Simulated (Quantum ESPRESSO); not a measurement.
A working Quantum ESPRESSO input for NiGe₃ (Pm-3m, 4 atoms in the cell) (DFT, LDA (PZ), plane waves, PSlibrary ultrasoft (LDA) pseudopotentials):

```fortran
&CONTROL
   calculation = 'scf'
   prefix = 'NiGe3'
   outdir = './tmp'
   pseudo_dir = './'
   tprnfor = .true.
   tstress = .true.
/
&SYSTEM
   ibrav = 0
   nat = 4
   ntyp = 2
   ecutwfc = 50
   ecutrho = 300
   occupations = 'smearing'
   smearing = 'gauss'
   degauss = 0.019992
/
&ELECTRONS
   conv_thr = 1.0d-9
   mixing_beta = 0.5
/
ATOMIC_SPECIES
Ni    58.6934  Ni.pz-n-rrkjus_psl.1.0.0.UPF
Ge    72.6300  Ge.pz-n-rrkjus_psl.1.0.0.UPF
ATOMIC_POSITIONS {bohr}
Ni    0.0000000000    0.0000000000    0.0000000000
Ge    0.0000000000    3.8057666855    3.8057666855
Ge    3.8057666855    0.0000000000    3.8057666855
Ge    3.8057666855    3.8057666855    0.0000000000
K_POINTS {automatic}
6 6 6  0 0 0
CELL_PARAMETERS {bohr}
   7.6115333711     0.0000000000     0.0000000000
   0.0000000000     7.6115333711     0.0000000000
   0.0000000000     0.0000000000     7.6115333711
```

The run converged in 15 iterations: free energy E − TS -1846.5360 eV; Fermi level (on the code's own zero) 8.76 eV; pressure -6.47 GPa. Each of these slips is then made, one at a time:

(1)
```diff
-   conv_thr = 1.0d-9
+   conv_thr = 1.0d-3
```

(2)
```diff
+   electron_maxstep = 3
```

(3)
```diff
-   ntyp = 2
+   ntyp = 3
```

### Question
How does each altered input end?

### Answer

(1) A convergence threshold that is too loose. The run converged in 7 iterations without an error; against the sound input the free energy is nearly the same (within 1 meV/atom) and the pressure goes from -6.47 to -3.08 GPa.

(2) An iteration limit that is too low. The run ended unconverged after 3 iterations.

(3) A species count that does not match the list of species. The program stopped before any SCF iteration.
```
Error in routine  card_atomic_species (5010):
cannot read atomic specie from: ATOMIC_POSITIONS {bohr}
```

The starting cell comes from a database of computed structures (which also holds hypothetical and non-ambient phases and stackings), without a prior relaxation at this level. Spin polarisation is off. In the base run, with a pressure of about -6 GPa the cell is away from its equilibrium volume at this level.

Left out of this page: 4 runs of the series outside the window shown, repeating another row's setting, or not comparable.
